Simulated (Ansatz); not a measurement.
Take InP in the zinc blende structure (space group F-43m, No. 216; a = 5.827 Å) as the base.

Calculations: LDA, PAW, 420 eV (Ansatz, an electronic-structure program; no SOC).

Base values:

| Property | Value |
|---|---|
| Width of the top valence band | 3.05 eV |
| Band gap | 0.58 eV |

The change: every lattice vector is shortened by 1.00 %, atoms relaxed at fixed cell.

Q: Predict the new width of the top valence band and band gap.

A: The width of the top valence band goes up by 0.143 eV, from 3.05 eV to 3.20 eV; the band gap rises by 0.16 eV (0.58 eV → 0.74 eV).

The cells carry an imposed strain or load. No phonon test of stability was made.
